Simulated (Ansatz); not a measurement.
## AlN (P6_3mc): band-edge transport data

Given:

```
AlN
1.0
    3.13762     0.00000     0.00000
   -1.56881     2.71726     0.00000
    0.00000     0.00000     4.82122
Al N
2 2
Direct
  0.33333   0.66667   0.99198
  0.66667   0.33333   0.49198
  0.33333   0.66667   0.38302
  0.66667   0.33333   0.88302
```

The numbers are results of r2SCAN with spin-orbit coupling, rigid bands (plane waves, PAW; Ansatz, a quantum-chemistry and plane-wave program), not measurements. Condition of this run: uniaxial stress along c of 9 GPa (compression positive) (the target of the relaxation). Geometry: cell and atoms relaxed with PBEsol, then loaded as said.

```yaml
band_gap: 4.72 eV
electron conductivity mass (300 K, dilute): 0.32 (x), 0.32 (y), 0.33 (z) mₑ
hole conductivity mass (300 K, dilute): 2.8 (x), 2.8 (y), 0.34 (z) mₑ
effective density of states N_c (300 K): 4.6e18 cm⁻³
effective density of states N_v (300 K): 3.9e19 cm⁻³
density_of_states_mass_electrons: 0.32 mₑ
density_of_states_mass_holes: 1.35 mₑ
Seebeck coefficient, n-type 1e19 cm⁻³, 300 K: -161 μV/K
Seebeck coefficient, p-type 1e19 cm⁻³, 300 K: 338 μV/K
best p-type power factor at 300 K for τ = 10 fs (best axis; densities from 1e16 to 1e21 cm⁻³ tried, whether or not they can be reached): 15.3 μW/(cm·K²) at 1e20 cm⁻³
```

Rigid bands; masses and Seebeck coefficients take one relaxation time τ for all states and one kind of carrier; polarons and phonon drag are left out. Geometry: cell and atoms relaxed with PBEsol.
